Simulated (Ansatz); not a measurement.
The reference is PbS in the rock salt structure (space group Fm-3m, No. 225; a = 5.9030 Å).

The values are results of PBEsol (Ansatz, a first-principles code, PAW, without spin-orbit coupling), not measurements.

One change was made to it. Results:

```
quantity                          base    after
-----------------------------  -------  -------
shortest interatomic distance  2.952 Å  2.907 Å
band gap                       0.19 eV     zero
```

Name the change that was made.
A. pressure 0.7 GPa
B. pressure 0.3 GPa
C. pressure 10 GPa
D. pressure 3 GPa
E. pressure −1 GPa

D, pressure 3 GPa. For comparison, the band gap in the other runs: pressure 0.7 GPa gives 0.15 eV; pressure 10 GPa gives zero; pressure −1 GPa gives 0.26 eV; pressure 0.3 GPa gives 0.17 eV.

With Pb present, leaving out spin-orbit coupling can change the band edges. Load acts through the strain it causes; cell and atoms are relaxed under it. Whether these cells are dynamically stable was not tested. Competing high-pressure phases were not computed. The base started in Pnma and relaxed to Fm-3m at this level. All final runs are without spin polarisation. Gaps under 0.05 eV, about the width of the smearing, are given as zero. The zero or small gap of PbS can change with the level of theory.
